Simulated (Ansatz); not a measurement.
The reference is GaN in the wurtzite structure (space group P6_3mc, No. 186; a = 3.183 Å, c = 5.185 Å).

All numbers come from PBEsol (Ansatz, a program for electronic structure; PAW; 420 eV plane waves; no spin-orbit coupling).

Strains are applied to the cell and any free atomic positions relax.

One change was made to it. Results:

| quantity | base | after |
|---|---|---|
| band gap | 1.88 eV | 1.41 eV |
| valence-band top at Γ (three highest levels, from the VBM) | 0.00, 0.00, -0.04 eV | 0.00, 0.00, -0.03 eV |
| energy relative to the base (free energy F) | 0 meV/atom | +32 meV/atom |
| electron mass | 0.16 mₑ along c, 0.17 mₑ across (at Γ) | 0.12 mₑ along c, 0.14 mₑ across (at Γ) |
| pressure (mean of the normal stresses, compression positive) | 0.00 GPa | -11.46 GPa |

Task: Name the change that was made.
(A) isotropic strain +0.60 %
(B) isotropic strain +1.80 %
(C) isotropic strain +1.20 %
(D) isotropic strain +2.40 %
(E) isotropic strain +3.00 %

Result: D, isotropic strain +2.40 %. For comparison, the band gap in the other runs: isotropic strain +0.60 % gives 1.76 eV; isotropic strain +1.20 % gives 1.64 eV; isotropic strain +3.00 % gives 1.30 eV; isotropic strain +1.80 % gives 1.52 eV.

Effective masses come from finite differences of ±0.01 Å⁻¹. Whether these cells are dynamically stable was not tested.
